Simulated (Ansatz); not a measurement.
Here is the system:

```
HfO2
1.0
    0.00000     2.54882     2.54882
    2.54882     0.00000     2.54882
    2.54882     2.54882     0.00000
Hf O
1 2
Direct
  0.00000   0.00000   0.00000
  0.25000   0.25000   0.25000
  0.75000   0.75000   0.75000
```

No spin polarisation.

Calculations: PBE (Ansatz, a quantum-chemistry and plane-wave program), scalar-relativistic without spin-orbit coupling. k-mesh 11×11×11 (Γ-centred); smearing 0.05 eV (Fermi–Dirac).

Problem. Predict the band gap and electron mass.

Solution. The band gap is 3.75 eV and the electron mass comes out as 1.2 mₑ along k, 0.74 mₑ across (at X).

With Hf present, leaving out spin-orbit coupling can change the band edges. Effective masses come from finite differences of ±0.01 Å⁻¹. Along k means along the line from Γ to the band edge. No phonon test of stability was made. The cell was made from ZrO2 by this change: Zr → Hf. This is not the structure that HfO2 has at room temperature and ambient pressure.
